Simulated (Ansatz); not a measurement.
The parent structure is YN in the rock salt structure (space group Fm-3m, No. 225; a = 4.906 Å).

Method: DFT with PBE, PAW potentials and a 420 eV plane-wave cutoff in Ansatz (a quantum-chemistry and plane-wave program), spin-orbit coupling left out.

One change was made to it. Results:

| quantity | base | after |
|---|---|---|
| band gap | 0.21 eV | 0.21 eV |
| hole mass (degenerate bands, along [100]) | 0.17, 1.0, 1.0 mₑ (at Γ) | 0.17, 1.0, 1.0 mₑ (at Γ) |
| smallest direct gap | 0.61 eV | 0.60 eV |
| lattice parameter a | 4.906 Å | 4.903 Å |

### Question
Which change produced these results?
A. pressure −2 GPa
B. pressure 1.5 GPa
C. pressure −1 GPa
D. pressure 0.3 GPa

### Answer
D, pressure 0.3 GPa. For comparison, the lattice parameter a in the other runs: pressure −1 GPa gives 4.916 Å; pressure −2 GPa gives 4.927 Å; pressure 1.5 GPa gives 4.891 Å.

Load acts through the strain it causes; cell and atoms are relaxed under it. Effective masses come from finite differences of ±0.01 Å⁻¹. Stability against distortions was not tested. The base started in P3_121 and relaxed to Fm-3m at this level. The zero or small gap of YN can change with the level of theory.
